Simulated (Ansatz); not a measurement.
Consider Sb in the A7 type structure (space group R-3m, No. 166; a = 4.329 Å, c = 11.350 Å (hexagonal axes); layered).

Method: Kohn–Sham DFT with the r2SCAN+rVV10 functional, run in Ansatz (a program for electronic structure) with PAW and 500 eV plane waves, no spin-orbit coupling, earlier PAW set.

Before the change:

The lattice parameter a comes out as 4.329 Å. The c/a ratio comes out as 2.622.

Modification: full substitution Sb → P, then cell and atoms are relaxed.

Q: Estimate the effect on the lattice parameter a and c/a ratio.

A: The lattice parameter a shrinks by 0.869 Å (4.329 Å → 3.460 Å); the c/a ratio rises by 0.021, from 2.622 to 2.643.

Whether these cells are dynamically stable was not tested. For P in this form, whether it has been made was not checked. This is not the structure that P has at room temperature and ambient pressure.
